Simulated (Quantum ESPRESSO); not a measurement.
## Parameter sweep on MgZn3S4 (P-43m, 8 atoms in the cell)

```yaml
crystal:
  lattice:
    - [5.44607, 0.00000, 0.00000]
    - [0.00000, 5.44607, 0.00000]
    - [0.00000, 0.00000, 5.44607]
  atoms:
    - { symbol: Mg, position: [0.50000, 0.50000, 0.50000] }
    - { symbol: Zn, position: [0.00000, 0.00000, 0.50000] }
    - { symbol: Zn, position: [0.50000, 0.00000, 0.00000] }
    - { symbol: Zn, position: [0.00000, 0.50000, 0.00000] }
    - { symbol: S, position: [0.75633, 0.75633, 0.24367] }
    - { symbol: S, position: [0.75633, 0.24367, 0.75633] }
    - { symbol: S, position: [0.24367, 0.24367, 0.24367] }
    - { symbol: S, position: [0.24367, 0.75633, 0.75633] }
```

Base run A: PBEsol, PseudoDojo standard norm-conserving (PBESOL) pseudopotentials in Quantum ESPRESSO 7.5, self-consistent single point.

Its settings: ecutwfc = 85 Ry; occupations = fixed; potentials = {Mg: Mg.upf, Zn: Zn.upf, S: S.upf}; K_POINTS = automatic 3 3 3 0 0 0; nbnd = 55; conv_thr = 1e-10 Ry.

The starting cell comes from a database of computed structures (which also holds hypothetical and non-ambient phases and stackings), without a prior relaxation at this level. Its lattice was rescaled by a random factor within 2.5 % of one.

ΔF is the free energy per atom less that of run A. 

Run A gave: pressure (GPa) -0.66; largest force (eV/Å) 0.098; gap on the mesh (eV) 2.264; iterations 11.

Runs:
- B: mixing_beta, mixing_mode = 0.2, plain
- C: mixing_beta, mixing_mode = 0.5, plain
- D: mixing_beta, mixing_mode = 0.2, TF
- E: mixing_beta, mixing_mode = 0.5, TF
- F: mixing_beta, mixing_mode = 0.2, local-TF
- G: mixing_beta, mixing_mode = 0.5, local-TF

Problem. Which runs reach the base run's state, and which is quickest in iterations?

Solution. Runs B, C, D, E, F, G gave the same state as A (within 1 meV/atom). The fewest iterations to that state were 10 (C); the most were 20.

| run | ΔF (meV/atom) | pressure (GPa) | largest force (eV/Å) | gap on the mesh (eV) | iterations |
|---|---|---|---|---|---|
| A | 0.00 | -0.66 | 0.098 | 2.264 | 11 |
| B | 0.00 | -0.66 | 0.098 | 2.264 | 14 |
| C | 0.00 | -0.66 | 0.098 | 2.264 | 10 |
| D | 0.00 | -0.66 | 0.098 | 2.264 | 20 |
| E | 0.00 | -0.66 | 0.098 | 2.264 | 16 |
| F | 0.00 | -0.66 | 0.098 | 2.264 | 15 |
| G | 0.00 | -0.66 | 0.098 | 2.264 | 14 |
